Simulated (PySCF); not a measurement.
PySCF 2.14.0, PBE/def2-svp, df: F[SiH2]N[Si](Cl)(Cl)Cl, 10 atoms. The geometry is a generated start, not checked to be a minimum at this level.

```json
{
  "task": "energy",
  "method": "pbe",
  "basis": "def2-svp",
  "two_electron_scheme": "density fitting",
  "mol.max_memory": "3000 MB",
  "mf.max_cycle": "100",
  "mf.conv_tol": "1e-09 (default)",
  "mf.grids.level": "3 (default)",
  "basis_functions": "133",
  "grid_points": "152592"
}
```

```xyz
10

Si     1.4996    -0.2417     0.6191
F      2.1305     0.8874    -0.3207
N     -0.0617    -0.6260    -0.0368
Si    -1.3624     0.3916    -0.5357
Cl    -2.6500    -0.7982    -1.5316
Cl    -2.2837     1.1776     1.0792
Cl    -0.6910     1.8705    -1.7007
H      1.4146     0.3770     1.9314
H      2.3061    -1.4349     0.4627
H     -0.3021    -1.6032     0.0332
```

With the defaults (mf.DIIS = CDIIS, mf.diis = true, mf.damp = 0, mf.diis_start_cycle = 1, mf.diis_space = 8, mf.init_guess = minao, mf.diis_damp = 0, mf.level_shift = 0) it converges in 13 Fock builds. One run each on 2 threads, 1 BLAS thread, with these changes:
- mf.init_guess = atom
- mf.diis_space = 5
- mf.diis = false
- mf.level_shift = 0.1 Hartree
- mf.diis = false, mf.damp = 0.7, mf.diis_start_cycle = 999
- mf.DIIS = ADIIS
- mf.DIIS = EDIIS
- mf.diis_damp = 0.3
- mf.init_guess = mod_huckel

### Question
Name the settings that don't reach the solution of the defaults.

### Answer
No convergence: mf.DIIS = EDIIS; mf.diis = false (the run ends without SCF convergence in 100 cycles). The rest reach the solution of the defaults.

| setting | Fock builds | end |
|---|---|---|
| mf.diis_damp = 0.3 | 12 | same solution |
| mf.level_shift = 0.1 Hartree | 12 | same solution |
| the defaults | 13 | same solution |
| mf.diis_space = 5 | 13 | same solution |
| mf.init_guess = atom | 14 | same solution |
| mf.init_guess = mod_huckel | 15 | same solution |
| mf.DIIS = ADIIS | 20 | same solution |
| mf.diis = false, mf.damp = 0.7, mf.diis_start_cycle = 999 | 24 | same solution |
| mf.DIIS = EDIIS | 101 | no convergence |
| mf.diis = false | 101 | no convergence |
